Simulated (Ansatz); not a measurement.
NiS (R3m, No. 160), treated with r²SCAN+rVV10 (plane waves, PAW; Ansatz, a first-principles code).

Settings: plane-wave cutoff 500 eV, 14×14×14 k mesh, Fermi–Dirac smearing 0.05 eV, no spin polarisation, scalar-relativistic PAW data made under PBE.

Computed at the level's own relaxed cell.

Question: Give the computed equilibrium volume per atom, lattice parameter a and c axis length.

Answer: 
equilibrium volume per atom: 13.45 Å³/atom
lattice parameter a: 9.468 Å
c axis length: 3.119 Å

Note: the run has no spin polarisation, so it can have missed a magnetic state.

Static lattice: no zero-point or thermal effects.

It cost roughly 16 core-minutes of CPU time.
